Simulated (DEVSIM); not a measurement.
Device: abrupt GaAs p-n junction, at 300 K.

Layer 1 from the left is GaAs, thickness (μm) 0.200, Na (cm⁻³) 8.5e16, τn (s) 1.1e-8, τp (s) 1.1e-8. Layer 2 from the left is GaAs, thickness (μm) 10.0, Nd (cm⁻³) 7.1e16, τn (s) 1.1e-8, τp (s) 1.1e-8.

Left contact: ohmic. Right contact: ohmic. Voltage is applied to the left contact. Recombination: SRH at mid-gap, radiative. Mobility is μmin + (μ − μmin)/(1 + (N/Nref)^α).

Constants are typed, rounded textbook-type inputs, not results; the design itself was drawn at random and stands for no fabricated device. Values at 300 K.

GaAs: gap (eV) 1.424, affinity (eV) 4.07, permittivity 12.9, Nc (cm⁻³) 4.7e17, Nv (cm⁻³) 9e18, μn (cm²/Vs) 8500, μp (cm²/Vs) 400, μn,min 500, μp,min 20, Nref,n 6e16, Nref,p 1.5e17, αn 0.39, αp 0.38, B (cm³/s) 2e-10.

Estimate by hand the built-in potential, the peak field at zero bias, the capacitance at -3 V, and compare with a numerical solution.


- Built-in potential: ni = √(Nc Nv) exp(−Eg/2kT) = 2250000 cm⁻³ with Eg = 1.424 eV; Vbi = kT/q ln(Na Nd/ni²) = 1.255 V; numerical 1.255 V.
- Peak field at zero bias: depletion approximation: W = √(2εVbi/(qN)) = 0.215 μm with N = 3.87e16 cm⁻³; field = 2Vbi/W = 117000 V/cm; numerical 114000 V/cm (estimate above by 2.1 %).
- Capacitance at -3 V: C = √(qεN / 2(Vbi + |V|)) = 28.8 nF/cm²; numerical 29.1 nF/cm² (estimate below by 0.87 %).

Simulated with DEVSIM: 1D drift-diffusion, Boltzmann statistics, complete ionisation; no tunnelling, impact ionisation, image-force lowering or self-heating.
